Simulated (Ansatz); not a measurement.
Ansatz (an electronic-structure program) run on MgTi (Amm2, 10 atoms in the cell): self-consistent single point.

Level of theory: PBEsol, default PAW files made with PBE (plane waves; Ansatz).

```
CELL_PARAMETERS angstrom
      4.76812     0.00000     0.00000
      0.00000     8.18373     2.49880
      0.00000    -8.18373     2.49880
ATOMIC_POSITIONS crystal
  Mg 0.00000 0.98103 0.76983
  Mg 0.00000 0.76983 0.98103
  Mg 0.50000 0.76464 0.76464
  Mg 0.50000 0.16430 0.37338
  Mg 0.50000 0.37338 0.16430
  Ti 0.00000 0.17112 0.58156
  Ti 0.00000 0.58156 0.17112
  Ti 0.50000 0.95355 0.53691
  Ti 0.50000 0.53691 0.95355
  Ti 0.00000 0.37049 0.37049
```

Reference input (self-consistent single point, DFT, PBEsol, plane waves, default PAW files made with PBE): kpoints.mp_grid.grid = 6 6 6; hamiltonian.xc = pbesol; hamiltonian.pseudopotentials = {kind: paw} (the program's default PAW files); scf.occupations.method = cold; scf.occupations.width = 0.01 Ry. This run's input differs from it in these lines:

Ansatz 0.2 input:
```diff
@@ -18,3 +18,3 @@
 kpoints:
-  mp_grid: { grid: [6, 6, 6] }
+  mp_grid: { grid: [5, 5, 5] }
 hamiltonian:
@@ -23,3 +23,3 @@
 scf:
-  occupations: { method: cold, width: 0.01 Ry }
+  occupations: { method: cold, width: 0.022 Ry }
 output:
```

The program printed (abridged):

```
SCF iter   1: F=—  HF=-21927.829544 eV  |F-HF|=—  |Δ(HF+E_count)|=         —  Δρ=8.87e-3  dr2=3.39e-1  ethr=1.77e-3  ⟨swp⟩=5.7  Hψ=5918  notcnv=0
all-band conjugate gradients solve this SCF's bands
preconditioner: auto → Kerker (q_TF=auto, 2.480 Å⁻¹)
SCF iter   2: F=—  HF=-21927.800892 eV  |F-HF|=—  |Δ(HF+E_count)|=   2.87e-2  S|Δr|=    0.00e0  Δρ=3.90e-3  dr2=7.00e-2  ethr=3.08e-4  ⟨swp⟩=1.9  Hψ=2427  notcnv=0
   [... lines left out ...]
SCF iter   6: F=—  HF=-21927.795050 eV  |F-HF|=—  |Δ(HF+E_count)|=   2.26e-4  S|Δr|=    0.00e0  Δρ=2.77e-5  dr2=1.96e-6  ethr=1.26e-8  ⟨swp⟩=2.1  Hψ=2286  notcnv=0
SCF iter   7: F=—  HF=-21927.795050 eV  |F-HF|=—  |Δ(HF+E_count)|=   4.10e-7  S|Δr|=    0.00e0  Δρ=6.57e-6  dr2=1.20e-7  ethr=1.79e-9  ⟨swp⟩=2.0  Hψ=2541  notcnv=0
SCF iter   8: F=-21927.795050 eV  HF=-21927.795050 eV  |F-HF|=4.90e-9  |Δ(HF+E_count)|=   2.20e-8  S|Δr|=    0.00e0  Δρ=2.02e-6  dr2=6.82e-9  ethr=9.09e-11  ⟨swp⟩=6.0  Hψ=6531  notcnv=0
SCF 1 converged in 8 iterations: F = -21927.795050 eV  dr2 = 6.82e-9
Stability not checked (fill_not_monotonic)
Free energy (F): -21927.795050 eV
Internal energy: -21927.937140 eV  (E = F + TS)
E sigma→0 (E₀):  -21927.842413 eV
Entropy (-TS):   0.142090 eV (14.209 meV/atom)
Fermi energy:    8.928903 eV
--- Forces (eV/Å), atoms counted from 1 ---
  atom   1  Mg    -0.00000000     0.04011807    -0.06308641
  atom   2  Mg    -0.00000000    -0.04011807    -0.06308641
  atom   3  Mg     0.00000000     0.00000000     0.04465467
  atom   4  Mg     0.00000000    -0.02623007     0.05823290
   [... lines left out ...]
  atom  10  Ti    -0.00000000     0.00000000    -0.02326602
--- Stress (GPa, compression-positive) ---
       -2.742731       0.000000       0.000000
        0.000000      -2.117640       0.000000
        0.000000       0.000000      -2.977068
  P = ⅓ Tr σ = -2.6125 GPa (-26.125 kbar)
  The stress holds the Pulay correction. Without it, at fixed plane waves, as pw.x and ABINIT print it: P = -2.6175 GPa
```

The run converged in 8 iterations. Against the reference run the free energy rises by 6.0 meV/atom, the pressure moves little (-2.54 to -2.61 GPa) and the largest force goes from 0.128 to 0.117 eV/Å.

The starting cell comes from a database of computed structures (which also holds hypothetical and non-ambient phases and stackings), without a prior relaxation at this level. Spin polarisation is off. Ansatz's pressure includes its estimate of the finite-basis (Pulay) stress.

Cost on one core of a shared machine: roughly 40 s.
